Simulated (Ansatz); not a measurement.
The parent structure is Au in the fcc (Cu type) structure (space group Fm-3m, No. 225; a = 4.124 Å). Axes: x, y, z lie along the cube axes.

Computed with plane-wave PAW DFT at the r2SCAN level (Ansatz, an electronic-structure program, 500 eV), scalar-relativistic without spin-orbit coupling.

Strains are applied to the cell and any free atomic positions relax.

One change was made to it. Results:

The energy stays essentially unchanged; the pressure (mean of the normal stresses, compression positive) goes from zero to -0.3 GPa.

### Question
Which of these changes matches the shifts?
A. uniaxial strain ε_zz = +0.20 %
B. uniaxial strain ε_xx = +5.99 %
C. isotropic strain −1.51 %
D. isotropic strain +4.17 %
E. strain tensor (xx, yy, zz, yz, xz, xy) = (+0.24, −0.86, +0.32, +0.39, +0.44, −0.41) %

### Answer
A, uniaxial strain ε_zz = +0.20 %. For comparison, the pressure in the other runs: isotropic strain −1.51 % gives 7.9 GPa; isotropic strain +4.17 % gives -12.9 GPa; strain tensor (xx, yy, zz, yz, xz, xy) = (+0.24, −0.86, +0.32, +0.39, +0.44, −0.41) % gives 0.5 GPa; uniaxial strain ε_xx = +5.99 % gives -7.3 GPa.

Without a gap, meshes like the base's 19×19×19 leave anisotropic stresses uncertain by several tenths of a GPa, and small strain energies with them. Whether these cells are dynamically stable was not tested.
